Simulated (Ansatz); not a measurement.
A self-consistent single point of La (P3m1, 4 atoms in the cell) with Ansatz (an electronic-structure program).

Method: PBEsol, default PAW files made with PBE (plane waves; Ansatz).

```xyz
4
Lattice="1.8756 -3.2486 0.0000 1.8756 3.2486 0.0000 0.0000 0.0000 12.0992" Properties=species:S:1:pos:R:3 pbc="T T T"
La     0.0000     0.0000     6.0996
La     0.0000     0.0000     0.0000
La     1.8756     1.0829     3.0248
La     1.8756    -1.0829     9.0744
```

Reference input (self-consistent single point, DFT, PBEsol, plane waves, default PAW files made with PBE): basis.ecutwfc = 30.9 Ry; kpoints.mp_grid.grid = 8 8 2; hamiltonian.xc = pbesol; hamiltonian.pseudopotentials = {kind: paw} (the program's default PAW files); scf.occupations.method = fermi_dirac; scf.occupations.width = 0.0073 Ry. This run's input differs from it in these lines:

Ansatz 0.2 input:
```diff
@@ -12,3 +12,3 @@
 basis:
-  ecutwfc: 30.9 Ry
+  ecutwfc: 12.5 Ry
 kpoints:
```

Log, with long lists cut:

```
SCF iter   1: F=—  HF=-24638.035937 eV  |F-HF|=—  |Δ(HF+E_count)|=         —  Δρ=2.06e-2  dr2=2.41e-1  ethr=1.77e-3  ⟨swp⟩=5.2  Hψ=2436  notcnv=0
all-band conjugate gradients solve this SCF's bands
preconditioner: auto → Kerker (q_TF=auto, 2.230 Å⁻¹)
SCF iter   2: F=—  HF=-24638.022841 eV  |F-HF|=—  |Δ(HF+E_count)|=   1.31e-2  Δρ=1.12e-2  dr2=7.16e-2  ethr=5.47e-4  ⟨swp⟩=1.0  Hψ=700  notcnv=0
SCF iter   3: F=—  HF=-24638.017083 eV  |F-HF|=—  |Δ(HF+E_count)|=   5.76e-3  Δρ=5.68e-4  dr2=5.33e-4  ethr=1.63e-4  ⟨swp⟩=2.0  Hψ=995  notcnv=0
SCF iter   4: F=—  HF=-24638.016999 eV  |F-HF|=—  |Δ(HF+E_count)|=   8.41e-5  Δρ=1.84e-4  dr2=9.22e-5  ethr=1.21e-6  ⟨swp⟩=1.1  Hψ=566  notcnv=0
SCF iter   5: F=—  HF=-24638.017258 eV  |F-HF|=—  |Δ(HF+E_count)|=   2.59e-4  Δρ=5.18e-5  dr2=7.52e-6  ethr=2.10e-7  ⟨swp⟩=1.1  Hψ=541  notcnv=0
SCF iter   6: F=—  HF=-24638.017258 eV  |F-HF|=—  |Δ(HF+E_count)|=   7.94e-7  Δρ=7.04e-6  dr2=1.81e-7  ethr=1.71e-8  ⟨swp⟩=1.1  Hψ=541  notcnv=0
SCF iter   7: F=-24638.017257 eV  HF=-24638.017258 eV  |F-HF|=8.68e-9  |Δ(HF+E_count)|=   1.62e-8  Δρ=2.11e-6  dr2=1.37e-8  ethr=2.27e-10  ⟨swp⟩=4.5  Hψ=1707  notcnv=0
SCF 1 converged in 7 iterations: F = -24638.017257 eV  dr2 = 1.37e-8
Free energy (F): -24638.017257 eV
Internal energy: -24637.846130 eV  (E = F + TS)
E sigma→0 (E₀):  -24637.931694 eV
Entropy (-TS):   -0.171128 eV (-42.782 meV/atom)
Fermi energy:    11.090536 eV
--- Forces (eV/Å), atoms counted from 1 ---
  atom   1  La    -0.00000000    -0.00000000    -0.13049625
  atom   2  La     0.00000000     0.00000000     0.02358164
  atom   3  La     0.00000000     0.00000000     0.04994996
  atom   4  La     0.00000000     0.00000000     0.05695744
--- Stress (GPa, compression-positive) ---
       -0.516378       0.000000      -0.000000
        0.000000      -0.516378       0.000000
       -0.000000       0.000000      -0.169236
  P = ⅓ Tr σ = -0.4007 GPa (-4.007 kbar)
  The stress holds the Pulay correction. Without it, at fixed plane waves, as pw.x and ABINIT print it: P = -16.8996 GPa
```

The run converged in 7 iterations. Against the reference run the free energy goes up by 1.78 eV/atom, the pressure goes from -1.92 to -0.40 GPa and the largest force goes from 0.092 to 0.130 eV/Å.

The starting cell has typed, rounded lattice constants, without a prior relaxation at this level. Its lattice was rescaled by up to half a per cent. One atom was moved a little off its site on purpose. Ansatz's pressure includes its estimate of the finite-basis (Pulay) stress. Without the estimate this run gives -16.90 GPa. The cutoff lies below the one recommended for these files.
